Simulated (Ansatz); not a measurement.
Base system: V₂O₃ in the corundum structure (space group R-3c, No. 167; a = 4.775 Å, c = 14.228 Å (hexagonal axes); ferromagnetic).

The values are results of Ansatz (a quantum-chemistry and plane-wave program) PBEsol, spin-orbit coupling left out, not measurements.

Base values:

The lattice parameter a comes out as 477.5 pm. The magnetic state comes out as ferromagnetic.

Now apply this change: a negative pressure, −2 GPa.

Question: How does this affect the lattice parameter a and magnetic state?

Answer: The lattice parameter a rises by 1.5 pm to 479.0 pm; the magnetic state is still ferromagnetic.

Other magnetic orders, which the real material may have, were not ruled out. Load acts through the strain it causes; cell and atoms are relaxed under it. Whether these cells are dynamically stable was not tested. No Hubbard U is applied, and correlation can decide whether such a compound is a metal. The base started in C2/c and relaxed to R-3c at this level.
